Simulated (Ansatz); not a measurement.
# A constructed model of the (0001) surface of hcp Ru, a pseudomorphic layer of Mo in the other hollow (bottom of the slab: a bare face, its two planes held)

Method: PBE (plane waves to 420 eV, PAW; Ansatz, an electronic-structure program).

Slab: 7 atoms, 13.4 Å thick at the start with caps and adatoms (thin: gaps and levels are the slab's own); k 16x16x1, smearing 0.1 eV, dipole-corrected; 2 atoms held, the rest relaxed; symmetry of the start imposed; no spin, no spin-orbit, no U. In PBE it lies 0.08 eV a 1x1 cell over the lowest computed structure of the same composition (a pseudomorphic layer of Mo in the host's stacking).

```json
{
  "work_function_of_the_top_face": "5.03 eV",
  "energy_released_by_relaxation": "0.48 eV",
  "cost": "very roughly 2.7 core-minutes"
}
```
